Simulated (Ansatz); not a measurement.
Defect: Ta-vacancy pair (Ta on one host Cu site, one Cu site vacant) in fcc Cu, neutral cell. Method: PBE, PAW (plane waves to 420 eV; Ansatz, a program for electronic structure).

Settings: 32 host sites, the relaxed PBE lattice, a 3×3×3 k-point mesh shifted by half a step, smearing 0.10 eV, spin-restricted, no image-charge correction. Static, classical nuclei. Spin-orbit coupling is left out. Forms of the defect that were not tried may lie lower. The start lies 0.11 eV above the lowest site run (PBE).

Barriers: single points on a 5×5×5 k-point mesh shifted by half a step at the bands' geometries.

The step: a nearby Cu atom hops onto the vacant site (Ta-vacancy distance between ideal sites 2.57 → 3.63 Å); the atom moves 2.45 Å along (0.00, -0.46, 0.49) of the unit cell; the moving atom starts with neighbours 2 Cu at 2.53, 3 Cu at 2.54, 3 Cu at 2.60, 2 Cu at 2.60, Cu at 2.65 Å and ends with 3 Cu at 2.53, 4 Cu at 2.57, Cu at 2.60, 2 Cu at 2.63; Ta at 2.61 Å.

Q: Estimate the migration barrier of this step that PBE, PAW returns for this input.

A: 0.64 eV forward and 0.58 eV backward. At the saddle the moving atom has neighbours 2 Cu at 2.36, 2 Cu at 2.39, Cu at 2.74, Cu at 2.82, Cu at 2.85; Ta at 2.71 Å. The saddle point's order was not checked, and it lies on a symmetry element of the cell, where a band can be held.
